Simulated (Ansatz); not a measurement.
GaAs under load (space group I-4m2), r2SCAN with spin-orbit coupling, rigid bands run with Ansatz (a quantum-chemistry and plane-wave program). Condition of this run: uniaxial stress zz = -2 GPa (compression positive) (the target of the relaxation). Band gap 0.73 eV, N_c = 2.90e17 cm⁻³ and N_v = 3.67e18 cm⁻³ at 300 K, conductivity masses along y (a = (0.00, 2.81, 2.90) Å; b = (2.81, 0.00, 2.90) Å; c = (2.81, 2.81, 0.00) Å) of 0.0523 mₑ (electrons) and 0.283 mₑ (holes). Take k_BT = 0.02585 eV.

Question: Find the intrinsic carrier density and the intrinsic Fermi level.

Answer: n_i = √(N_c N_v) exp(−E_g/2k_BT) = 1.03e18 × exp(−14.12) = 7.6e11 cm⁻³. The level lies (k_BT/2) ln(N_v/N_c) = 33 meV from mid-gap (positive towards the conduction band). Each 0.1 eV added to the gap lowers n_i by a factor of 6.9.

Question: What thermal injection velocity √(2k_BT/πm) limits a ballistic channel along the direction named?

Answer: 2.35e7 cm/s for electrons and 1.01e7 cm/s for holes, a ratio of √(m_h/m_e) = 2.33, for dilute carriers.

Rigid bands with the computed gap; masses take one relaxation time for all states.
